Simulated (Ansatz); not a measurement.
The starting structures come from a database of crystals and need not be the phases stable at ambient conditions.

By PBEsol, the system below comes out a metal.

The ballistic (Sharvin) conductance counts the channels at the Fermi level: G/A = (e²/h) × channels of both spins per area.

Given:

```
CELL_PARAMETERS angstrom
      3.07715     0.00000     0.00000
     -0.25461     3.06660     0.00000
      1.41127     1.53330     2.26411
ATOMIC_POSITIONS crystal
  Ti 0.00000 0.00000 0.00000
  H  0.75000 0.25000 0.50000
  H  0.25000 0.75000 0.50000
```

Space group of this cell: I4/mmm. The cell is taken as given; by PBEsol its mean pressure is -3.4 GPa.

The current flows along the normal of the first two printed cell vectors, the (110) plane of the conventional cell. No spin-orbit coupling; the value is a mean over 0.1 eV about the Fermi level.

Q: State the ballistic conductance per area according to PBEsol (Ansatz, a program for electronic structure).

A: 0.49 × 10¹⁵ S/m² for both spins.
